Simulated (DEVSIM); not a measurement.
System: Schottky contact on p-type Si, at 350 K.

```tsv
layer (left to right)	material	thickness (μm)	Na (cm⁻³)	τn (s)	τp (s)
1	Si	0.230	7.6e15	1e-6	1e-6
```

Left contact: Schottky, work function 4.404 eV, emission velocity 7.2e6 cm/s. Right contact: ohmic. Voltage is applied to the left contact. Recombination: SRH at mid-gap, Auger. Gap narrowing is on: ΔEg = 6.92 meV × (l + √(l² + 0.5)), l = ln(N/1.3e17 cm⁻³), shared equally by both band edges. Mobility is constant in doping.

The device is made up for the run: typed textbook-type constants, with dimensions and the other settings drawn at random. Values at 300 K; Nc and Nv go as T^1.5, mobilities as T to minus their exponent, the gap by Varshni's rule with the affinity fixed.

```
parameter               Si
----------------  --------
gap (eV)             1.124
affinity (eV)         4.05
permittivity          11.7
Nc (cm⁻³)          2.86e19
Nv (cm⁻³)           3.1e19
μn (cm²/Vs)           1417
μp (cm²/Vs)            470
T exponent of μn       2.3
T exponent of μp       2.2
Cn (cm⁶/s)         2.8e-31
Cp (cm⁶/s)         9.9e-32
Varshni α (eV/K)  0.000473
Varshni β (K)          636
```

DEVSIM, 1D drift-diffusion, Boltzmann statistics, complete ionisation; no tunnelling, impact ionisation, image-force lowering or self-heating. Metal contacts follow the ideal Schottky-Mott rule: no Fermi-level pinning, no interface dipoles.

Tabulate band edges, carrier densities and field at zero bias.

Energies count from the Fermi level of the right contact; mesh points crowd at the junctions.

```json
[
 {"x (μm)": "0.000", "Ec (eV)": "0.354", "Ev (eV)": "-0.756", "n (cm⁻³)": "2.9e14", "p (cm⁻³)": "5.0e8", "field (V/cm)": "35000"},
 {"x (μm)": "0.004200", "Ec (eV)": "0.368", "Ev (eV)": "-0.742", "n (cm⁻³)": "1.8e14", "p (cm⁻³)": "8.1e8", "field (V/cm)": "34000"},
 {"x (μm)": "0.01027", "Ec (eV)": "0.389", "Ev (eV)": "-0.721", "n (cm⁻³)": "9.0e13", "p (cm⁻³)": "1.6e9", "field (V/cm)": "34000"},
 {"x (μm)": "0.01587", "Ec (eV)": "0.408", "Ev (eV)": "-0.702", "n (cm⁻³)": "4.9e13", "p (cm⁻³)": "3.0e9", "field (V/cm)": "33000"},
 {"x (μm)": "0.02397", "Ec (eV)": "0.434", "Ev (eV)": "-0.676", "n (cm⁻³)": "2.0e13", "p (cm⁻³)": "7.2e9", "field (V/cm)": "32000"},
 {"x (μm)": "0.03348", "Ec (eV)": "0.464", "Ev (eV)": "-0.646", "n (cm⁻³)": "7.5e12", "p (cm⁻³)": "1.9e10", "field (V/cm)": "31000"},
 {"x (μm)": "0.04227", "Ec (eV)": "0.491", "Ev (eV)": "-0.619", "n (cm⁻³)": "3.1e12", "p (cm⁻³)": "4.7e10", "field (V/cm)": "30000"},
 {"x (μm)": "0.05775", "Ec (eV)": "0.536", "Ev (eV)": "-0.574", "n (cm⁻³)": "7.0e11", "p (cm⁻³)": "2.1e11", "field (V/cm)": "28000"},
 {"x (μm)": "0.06986", "Ec (eV)": "0.569", "Ev (eV)": "-0.541", "n (cm⁻³)": "2.3e11", "p (cm⁻³)": "6.3e11", "field (V/cm)": "27000"},
 {"x (μm)": "0.08363", "Ec (eV)": "0.605", "Ev (eV)": "-0.506", "n (cm⁻³)": "7.1e10", "p (cm⁻³)": "2.1e12", "field (V/cm)": "25000"},
 {"x (μm)": "0.09928", "Ec (eV)": "0.642", "Ev (eV)": "-0.468", "n (cm⁻³)": "2.0e10", "p (cm⁻³)": "7.2e12", "field (V/cm)": "23000"},
 {"x (μm)": "0.1240", "Ec (eV)": "0.696", "Ev (eV)": "-0.414", "n (cm⁻³)": "3.4e9", "p (cm⁻³)": "4.3e13", "field (V/cm)": "20000"},
 {"x (μm)": "0.1405", "Ec (eV)": "0.728", "Ev (eV)": "-0.382", "n (cm⁻³)": "1.2e9", "p (cm⁻³)": "1.2e14", "field (V/cm)": "18000"},
 {"x (μm)": "0.1583", "Ec (eV)": "0.759", "Ev (eV)": "-0.351", "n (cm⁻³)": "4.2e8", "p (cm⁻³)": "3.5e14", "field (V/cm)": "16000"},
 {"x (μm)": "0.1735", "Ec (eV)": "0.783", "Ev (eV)": "-0.327", "n (cm⁻³)": "1.9e8", "p (cm⁻³)": "7.6e14", "field (V/cm)": "15000"},
 {"x (μm)": "0.1864", "Ec (eV)": "0.801", "Ev (eV)": "-0.309", "n (cm⁻³)": "1.1e8", "p (cm⁻³)": "1.4e15", "field (V/cm)": "13000"},
 {"x (μm)": "0.1954", "Ec (eV)": "0.813", "Ev (eV)": "-0.297", "n (cm⁻³)": "7.2e7", "p (cm⁻³)": "2.0e15", "field (V/cm)": "13000"},
 {"x (μm)": "0.2032", "Ec (eV)": "0.822", "Ev (eV)": "-0.288", "n (cm⁻³)": "5.2e7", "p (cm⁻³)": "2.8e15", "field (V/cm)": "12000"},
 {"x (μm)": "0.2133", "Ec (eV)": "0.834", "Ev (eV)": "-0.276", "n (cm⁻³)": "3.5e7", "p (cm⁻³)": "4.1e15", "field (V/cm)": "11000"},
 {"x (μm)": "0.2190", "Ec (eV)": "0.840", "Ev (eV)": "-0.270", "n (cm⁻³)": "2.9e7", "p (cm⁻³)": "5.1e15", "field (V/cm)": "11000"},
 {"x (μm)": "0.2240", "Ec (eV)": "0.846", "Ev (eV)": "-0.264", "n (cm⁻³)": "2.4e7", "p (cm⁻³)": "6.1e15", "field (V/cm)": "11000"},
 {"x (μm)": "0.2300", "Ec (eV)": "0.852", "Ev (eV)": "-0.258", "n (cm⁻³)": "1.9e7", "p (cm⁻³)": "7.6e15", "field (V/cm)": "11000"}
]
```
